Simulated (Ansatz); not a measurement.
## WS2, pressure series

Consider WS2 in the 2H-MoS2 type structure (space group P6_3/mmc, No. 194; a = 3.154 Å, c = 12.137 Å; layered, stacked along the Cartesian z axis).

Cell and atoms are relaxed at each pressure.

Computed with PBE-D3(BJ) (Ansatz, a quantum-chemistry and plane-wave program, PAW, without spin-orbit coupling).

```tsv
P (GPa)	V (Å³/atom)
-2.01	18.495
-1.01	17.835
0.30	17.331
0.70	17.207
1.50	16.985
2.99	16.639
4.99	16.260
7.50	15.871
10.00	15.541
```

A third-order Birch–Murnaghan fit to these points gives V₀ = 17.44 Å³/atom, B₀ = 49 GPa and B₀′ = 10.8. At pressure 10 GPa the volume is 89.1 % of V₀.

Load acts through the strain it causes; cell and atoms are relaxed under it. Stability against distortions was not tested. No other phases were tried under pressure.
